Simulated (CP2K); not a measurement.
Input and output of a self-consistent single point for TiSi2 (Cmcm, 6 atoms in the cell) (CP2K).

Computed with CP2K 2026.2 with PBE, GPW, DZVP-MOLOPT-SR-GTH basis, GTH-PBE potentials (GTH_POTENTIALS).

The change in words: lattice scaled by 0.98. Reference geometry:
```yaml
crystal:
  lattice:
    - [7.11519, 0.00000, 0.00000]
    - [-6.20673, 3.47886, 0.00000]
    - [0.00000, 0.00000, 3.63113]
  atoms:
    - { symbol: Ti, position: [0.89688, 0.10312, 0.75000] }
    - { symbol: Ti, position: [0.10312, 0.89688, 0.25000] }
    - { symbol: Si, position: [0.55825, 0.44175, 0.75000] }
    - { symbol: Si, position: [0.44175, 0.55825, 0.25000] }
    - { symbol: Si, position: [0.24969, 0.75031, 0.75000] }
    - { symbol: Si, position: [0.75031, 0.24969, 0.25000] }
```

Reference input (self-consistent single point, DFT PBE, GPW, DZVP-MOLOPT-SR-GTH basis, GTH-PBE potentials (GTH_POTENTIALS)): CUTOFF = 600 Ry; REL_CUTOFF = 50 Ry; SMEAR/METHOD = FERMI_DIRAC; ELECTRONIC_TEMPERATURE = 1160.45 K; KPOINTS/SCHEME = MONKHORST-PACK 7 7 7; XC_FUNCTIONAL = PBE; Ti/BASIS_SET = DZVP-MOLOPT-SR-GTH-q12; Ti/POTENTIAL = GTH-PBE-q12; Si/BASIS_SET = DZVP-MOLOPT-SR-GTH-q4; Si/POTENTIAL = GTH-PBE-q4; METHOD = GPW; EPS_DEFAULT = 1e-10. This run's input differs from it in these lines:

```diff
@@ -63,4 +63,4 @@
     &CELL
-      ABC 7.11518800 7.11518754 3.63112600
-      ALPHA_BETA_GAMMA 90.00000000 90.00000000 150.72946040
+      ABC 6.97288400 6.97288343 3.55850300
+      ALPHA_BETA_GAMMA 90.00000000 90.00000000 150.72945747
       PERIODIC XYZ
```

Output, abridged:

```
 SCF WAVEFUNCTION OPTIMIZATION

  Step     Update method      Time    Convergence         Total energy    Change
     1 NoMix/Diag. 0.30E+00      -     1.93120136      -133.6680277394 -1.34E+02
     2 Broy./Diag. 0.30E+00      -     0.02060954      -132.7486798514  9.19E-01
     3 Broy./Diag. 0.30E+00      -     0.04443388      -132.5993124324  1.49E-01
     4 Broy./Diag. 0.30E+00      -     0.02201152      -132.4767595903  1.23E-01
     5 Broy./Diag. 0.30E+00      -     0.00168865      -132.2698094065  2.07E-01
     6 Broy./Diag. 0.30E+00      -     0.00158208      -132.2404985101  2.93E-02
   [... 8 lines left out ...]
    15 Broy./Diag. 0.30E+00      -     0.00000036      -132.2575621752  6.44E-06
    16 Broy./Diag. 0.30E+00      -     0.00000016      -132.2575570579  5.12E-06
    17 Broy./Diag. 0.30E+00      -     0.00000014      -132.2575561029  9.55E-07
    18 Broy./Diag. 0.30E+00      -     0.00000005      -132.2575559196  1.83E-07
  *** SCF run converged in    18 steps ***

  Overlap energy of the core charge distribution:               0.00000000000438
  Self energy of the core charge distribution:               -254.83012768855599
  Core Hamiltonian energy:                                     63.52006029255521
  Hartree energy:                                              78.85177552503104
  Exchange-correlation energy:                                -19.79731630703524
  Electronic entropic energy:                                  -0.00194774167246
  Fermi energy:                                                 0.41014785109413

  Total energy:                                              -132.25755591962113
  Total energy (extrapolated to T->0):                       -132.25658204878491

   [... lines left out ...]

 STRESS| Analytical stress tensor [bar]
 STRESS|                        x                   y                   z
 STRESS|      x        3.15855494995E+04   1.99064113142E+02  -6.92653958827E-10
 STRESS|      y        1.99064113142E+02   3.22965747730E+04   6.95555963139E-09
 STRESS|      z       -6.92653958827E-10   6.95555963139E-09   3.26706532074E+04
 STRESS| 1/3 Trace                                             3.21842591600E+04
```

The run converged in 18 iterations. Against the reference run the free energy goes down by 5.5 meV/atom, the pressure goes from -4.79 to 3.22 GPa and the largest force goes from 0.159 to 0.204 eV/Å.

The starting cell comes from a database of computed structures (which also holds hypothetical and non-ambient phases and stackings), without a prior relaxation at this level. Its lattice was rescaled by a random factor within 2.5 % of one. For this run, on top of that: lattice scaled by 0.98. Spin polarisation is off. Values carry the incompleteness of an atom-centred basis. With a pressure of about 3 GPa the cell is away from its equilibrium volume at this level.

Cost on one core of a shared machine: roughly 5 min.
